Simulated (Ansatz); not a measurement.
# Fermi-surface data of In (I4/mmm)

Input:

```
CELL_PARAMETERS angstrom
     -1.61026     1.61026     2.47068
      1.61026    -1.61026     2.47068
      1.61026     1.61026    -2.47068
ATOMIC_POSITIONS crystal
  In 0.00000 0.00000 0.00000
```

All values below come from PBEsol, rigid bands (plane waves, PAW, scalar-relativistic; Ansatz, an electronic-structure program). How the cell was made: cell and atoms relaxed with PBEsol.

```yaml
density of states at the Fermi level: 0.413 states/(eV·cell), both spins
bare Sommerfeld coefficient: 0.97 mJ/(mol of atoms·K²)
drude_plasma_energy: 10.5 eV
root-mean-square Fermi velocity: 1.6e6 m/s
resistivity times τ: 4.5 (x), 4.5 (y), 4.3 (z) ×10⁻²² Ω·m·s
resistivity_times_mean_free_path: 7.5 (x), 7.5 (y), 7.2 (z) ×10⁻¹⁶ Ω·m²
```

A metal at this level (no band gap); rigid bands, thermally averaged at 300 K, both spins. Spin-orbit coupling is left out. τ is one relaxation time for all states; the product of resistivity and mean free path takes one path for all states instead.
